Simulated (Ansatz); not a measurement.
AlAs (F-43m), PBEsol with spin-orbit coupling, rigid bands run with Ansatz (a program for electronic structure): Condition of this run: hydrostatic pressure 2 GPa (the target of the relaxation). band gap 1.20 eV, N_c = 1.70e19 cm⁻³ and N_v = 2.34e19 cm⁻³ at 300 K, conductivity masses of 0.321 mₑ (electrons) and 0.583 mₑ (holes). Take k_BT = 0.02585 eV.

Task: Find the intrinsic carrier density and the intrinsic Fermi level.

Result: n_i = √(N_c N_v) exp(−E_g/2k_BT) = 1.99e19 × exp(−23.21) = 1.7e9 cm⁻³. The level lies (k_BT/2) ln(N_v/N_c) = 4 meV from mid-gap (positive towards the conduction band). Each 0.1 eV added to the gap lowers n_i by a factor of 6.9.

Task: What thermal injection velocity √(2k_BT/πm) limits a ballistic channel?

Result: 9.50e6 cm/s for electrons and 7.05e6 cm/s for holes, a ratio of √(m_h/m_e) = 1.35, for dilute carriers.

Task: What built-in voltage has an abrupt junction with N_A = 1e16 and N_D = 1e17 cm⁻³, all dopants ionised?

Result: V_bi = E_g/e − (k_BT/e) ln(N_c N_v/(N_A N_D)) = 1.20 − 0.02585 × 12.89 = 0.87 V. It follows the computed gap one for one.

Rigid, parabolic bands with the computed gap; masses take one relaxation time for all states.
